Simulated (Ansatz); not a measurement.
# Several settings converged on a (110) slab of YCo (cut from a parent of space group no. 63; 8 atoms in the cell)

```
CELL_PARAMETERS angstrom
      3.83497     0.00000     0.00000
      0.00000     5.59320     0.00000
      0.00000     0.00000    20.57039
ATOMIC_POSITIONS crystal
  Co 0.25000 0.22895 0.39693
  Co 0.75000 0.41288 0.41676
  Co 0.25000 0.95731 0.58324
  Co 0.75000 0.14124 0.60307
  Y  0.25000 0.70351 0.34030
  Y  0.75000 0.93832 0.47340
  Y  0.25000 0.43187 0.52660
  Y  0.75000 0.66668 0.65970
```
Moments meant for the start (each program seeds them in its own way; μB, in the order of the atoms Co Co Co Co Y Y Y Y): 3.0 3.0 3.0 3.0 0.0 0.0 0.0 0.0.

Base method: PBEsol, default PAW files made with PBE (plane waves; Ansatz, a first-principles code).

Base settings: basis.ecutwfc = 30.9 Ry; kpoints.mp_grid.grid = 4 3 1; hamiltonian.xc = pbesol; hamiltonian.pseudopotentials = {kind: paw} (the program's default PAW files); magnetization.spin_polarized = true; scf.occupations.method = gaussian; scf.occupations.width = 0.0073 Ry.

The count of work is k-points × plane waves × bands × iterations; it is no time. Core times come from one kind of shared machine, to one figure; runs under 30 s give none.

**The vacuum**

The mesh stays at the base's, so the ladder's end is converged at best in this setting alone.

Only quantities that move along the ladder and can be compared are tabulated.

These are the values that this program gave, and no reference: magnetic slabs can end in a higher state.

| vacuum between outermost atoms (Å) | free energy less the last step's (meV/atom) | largest difference of a force vector from the last step's (eV/Å) | net moment (μB/atom) | count of work / last | core time / last (rough) |
|---|---|---|---|---|---|
| 3.0 | -124.01 | 0.398 | 0.389 | 0.26 | – |
| 5.0 | -41.02 | 0.476 | 0.285 | 0.47 | 0.5 |
| 7.0 | -4.05 | 0.071 | 0.281 | 0.35 | – |
| 14.0 | 0.00 | 0.000 | 0.281 | 0.56 | 0.6 |
| 30.0 | 0.00 | 0.000 | 0.281 | 1.0 | 1 |

Smallest vacuum between outermost atoms (Å) that holds the free energy within 5 meV/atom of the last step, with all finer ones: 7.0, at 0.35 of the last step's count of work; the step before is off by 41 meV/atom.

Smallest vacuum between outermost atoms (Å) that holds the forces within 0.01 eV/Å of the last step, with all finer ones: 14.0; the step before is off by 0.071 eV/Å.

Smallest vacuum between outermost atoms (Å) that holds the net moment within 0.05 μB/atom of the last step, with all finer ones: 5.0; the step before is off by 0.11 μB/atom.

**The k-point mesh**

Only quantities that move along the ladder and can be compared are tabulated.

These are the values that this program gave, and no reference: magnetic slabs can end in a higher state.

```tsv
kpoints.mp_grid.grid	free energy less the last step's (meV/atom)	largest difference of a force vector from the last step's (eV/Å)	net moment (μB/atom)	count of work / last	core time / last (rough)
2 1 1	12.97	0.304	0.250	0.040	–
3 2 1	25.36	0.100	0.298	0.074	0.09
4 3 1	-2.33	0.039	0.281	0.12	0.1
6 4 1	1.22	0.030	0.277	0.24	0.2
16 11 1	0.00	0.000	0.275	1.0	1
```

Coarsest kpoints.mp_grid.grid that holds the net moment within 0.02 μB/atom of the last step, with all finer ones: 4 3 1, at 0.12 of the last step's count of work and about 0.1 of the last step's time; the step before is off by 0.022 μB/atom.

Coarsest kpoints.mp_grid.grid that holds the forces within 0.02 eV/Å: not settled: the last two steps still differ by 0.030 eV/Å, over half the tolerance, so the ladder does not show it.

Coarsest kpoints.mp_grid.grid that holds the free energy within 5 meV/atom of the last step, with all finer ones: 4 3 1, at 0.12 of the last step's count of work and about 0.1 of the last step's time; the step before is off by 25 meV/atom.

**The plane-wave cutoff**

The mesh stays at the base's, so the ladder's end is converged at best in this setting alone.

Only quantities that move along the ladder and can be compared are tabulated.

The magnetic state is not the same in all runs (site moments differ, or a search went on to a lower state), so steps between rows are not convergence errors alone.

These are the values that this program gave, and no reference: magnetic slabs can end in a higher state.

| basis.ecutwfc | free energy less the last step's (meV/atom) | largest difference of a force vector from the last step's (eV/Å) | net moment (μB/atom) |
|---|---|---|---|
| 15.4 Ry | 7949.03 | 0.561 | 0.078 |
| 21.7 Ry | 378.41 | 0.105 | 0.279 |
| 30.9 Ry | 1.80 | 0.000 | 0.281 |
| 37.1 Ry | 0.75 | 0.000 | 0.281 |
| 61.7 Ry | 0.00 | 0.000 | 0.281 |

Coarsest basis.ecutwfc that holds the net moment within 0.01 μB/atom of the last step, with all finer ones: 21.7 Ry; the step before is off by 0.20 μB/atom.

Coarsest basis.ecutwfc that holds the free energy within 5 meV/atom of the last step, with all finer ones: 30.9 Ry; the step before is off by 380 meV/atom.

Coarsest basis.ecutwfc that holds the forces within 0.01 eV/Å of the last step, with all finer ones: 30.9 Ry; the step before is off by 0.11 eV/Å.

On the base run: the starting cell comes from a database of computed structures (which also holds hypothetical and non-ambient phases and stackings), without a prior relaxation at this level. The slab is cut from that crystal, and its faces are unrelaxed. Its lattice was rescaled by up to half a per cent. The magnetic order is the one reached from the typed start; others were not searched systematically. The program warned that, by what it read of turns of the moments, another magnetic order lies lower. In the base run, forces exceed 1 eV/Å. Without a gap this mesh is coarse (it stands for a supercell whose shortest in-plane vector is 15 Å).

Keys are those of Ansatz 0.2.
